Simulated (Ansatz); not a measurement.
PBE against r2SCAN: NbAs, pressure 0.7 GPa

Start from NbAs (space group I4_1md, No. 109; a = 3.474 Å, c = 11.749 Å).

(Cell as relaxed with PBE.)

Levels (all Ansatz, a quantum-chemistry and plane-wave program, PAW): PBE (420 eV, spin-orbit coupling left out); r2SCAN (500 eV, no SOC).

Each level relaxes its own structure.

```json
[
 {"base": "volume per atom", "PBE": "17.72 Å³", "r2SCAN": "17.59 Å³"},
 {"base": "lattice parameter a", "PBE": "3.474 Å", "r2SCAN": "3.458 Å"},
 {"base": "band gap", "PBE": "zero", "r2SCAN": "zero"}
]
```

One thing is altered: a hydrostatic pressure of 0.7 GPa.

```
quantity                           PBE  r2SCAN
-----------------------------  -------  ------
shortest interatomic distance  2.627 Å       …
c/a ratio                        3.380       …
```

Task: What does r2SCAN give?

Result: 
- shortest interatomic distance, r2SCAN: 2.620 Å
- c/a ratio, r2SCAN: 3.400

PBE's shortest interatomic distance lies 0.007 Å above r2SCAN's (0.3 %); PBE's c/a ratio lies 0.020 below r2SCAN's. Neither level is exact; r2SCAN is the comparison here, not a measurement.

Load acts through the strain it causes; cell and atoms are relaxed under it. Whether these cells are dynamically stable was not tested. All final runs are without spin polarisation. The zero or small gap of NbAs can change with the level of theory.
